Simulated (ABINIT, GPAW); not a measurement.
An ABINIT input for a self-consistent single point of Ti3O4 (Cmmm, 7 atoms in the cell) (DFT, PBEsol, plane waves, PAW (JTH v2.0 PBE PAW, files made for PBE)):

```
# Ti3O4, JTH v2.0 PBE PAW
pp_dirpath "./"
pseudos "Ti.GGA_PBE-JTH.xml, O.GGA_PBE-JTH.xml"
acell 5.1177711602 5.1177711602 3.0786730000 Angstrom
rprim
         0.5828187519   -0.8126021797    0.0000000000
         0.5828187519    0.8126021797    0.0000000000
         0.0000000000    0.0000000000    1.0000000000
natom 7
ntypat 2
znucl 22 8
typat 1 1 1 2 2 2 2
xcart
         0.0000000000    0.0000000000    2.9089243986
         2.8182742364   -3.9294133556    0.0000000000
         2.8182742364    3.9294133556    0.0000000000
         8.6239191635   -0.0000000000    0.0000000000
         2.6491777823   -0.0000000000    0.0000000000
         5.6365484729    3.8173464867    2.9089243986
         5.6365484729   -3.8173464867    2.9089243986
ecut 30 Ha
pawecutdg 60 Ha
pawxcdev 0
ixc -116133
occopt 3
tsmear 0.1 eV
nband 39
kptopt 1
ngkpt 5 5 8
nshiftk 1
shiftk 0 0 0
nstep 100
toldfe 1.0e-09
prtwf 0
prtden 0
```

Problem. Give the GPAW input for the same structure, mesh, smearing and functional.

Solution. One input that does it (others would too):

```python
from ase import Atoms
from ase.units import GPa
from gpaw import GPAW, PW, FermiDirac

atoms = Atoms(['Ti', 'Ti', 'Ti', 'O', 'O', 'O', 'O'],
              cell=[[2.982733, -4.158712, 0.000000],
                    [2.982733, 4.158712, 0.000000],
                    [0.000000, 0.000000, 3.078673]],
              scaled_positions=[[0.000000, 0.000000, 0.500000],
                                [0.500000, 0.000000, 0.000000],
                                [0.000000, 0.500000, 0.000000],
                                [0.765000, 0.765000, 0.000000],
                                [0.235000, 0.235000, 0.000000],
                                [0.257130, 0.742870, 0.500000],
                                [0.742870, 0.257130, 0.500000]],
              pbc=True)

calc = GPAW(mode=PW(900),
            xc='PBEsol',
            kpts={'size': (5, 5, 8), 'gamma': True},
            occupations=FermiDirac(0.1),
            nbands=-13,
            convergence={'forces': 0.001},
            symmetry={'symmorphic': False, 'tolerance': 0.0005},
            maxiter=100,
            txt='-')

atoms.calc = calc

energy = atoms.get_potential_energy()
print('Energy (eV):', round(energy, 6))
forces = atoms.get_forces()
print('Forces (eV/Ang):')
print(forces.round(5))
stress = atoms.get_stress()
print('Stress (GPa, Voigt):', (stress / GPa).round(4))
```

Basis, cutoffs, solver keys and any potentials are the target program's own. This input uses DFT PBEsol, plane waves, GPAW PAW datasets PBEsol (made by gpaw-setup).

The starting cell comes from a database of computed structures (which also holds hypothetical and non-ambient phases and stackings), without a prior relaxation at this level. Its lattice was rescaled by a random factor within 2.5 % of one.
